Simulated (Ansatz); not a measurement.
We consider B20 (FeSi-type) MnSi, described by LDA (Ansatz, a first-principles code, plane waves, PAW).

Settings: plane-wave cutoff 520 eV, 14×14×14 k mesh, Fermi–Dirac smearing 0.017 eV (set by the program), spin-polarised with parallel moments, scalar-relativistic PAW data made under PBE.

Computed at the level's own relaxed cell.

Elastic tensor (GPa, Voigt notation, ions relaxed):

```
  419.7   133.4   133.4     0.0     0.0     0.0
  133.4   419.7   133.4     0.0     0.0     0.0
  133.4   133.4   419.7     0.0     0.0     0.0
    0.0     0.0     0.0   163.7     0.0     0.0
    0.0     0.0     0.0     0.0   163.7     0.0
    0.0     0.0     0.0     0.0     0.0   163.7
```

Question: Work out the Voigt, Reuss and Hill averages of the bulk and shear moduli, Young's modulus and Poisson's ratio from the printed constants.

Answer: K_V = [C11 + C22 + C33 + 2(C12 + C13 + C23)]/9 = [1259.1 + 2 × 400.2]/9 = 228.8 GPa. G_V = [1259.1 − 400.2 + 3 × 491.1]/15 = 155.5 GPa. From the compliances S = C⁻¹, K_R = 228.8 and G_R = 154.8 GPa. Hill means: K = 228.8, G = 155.2 GPa. E = 9KG/(3K + G) = 380 GPa, ν = (3K − 2G)/(6K + 2G) = 0.22, K/G = 1.47.

Note: the collinear magnetic order is the start's and need not be the measured one.

Computed values are for the static lattice.
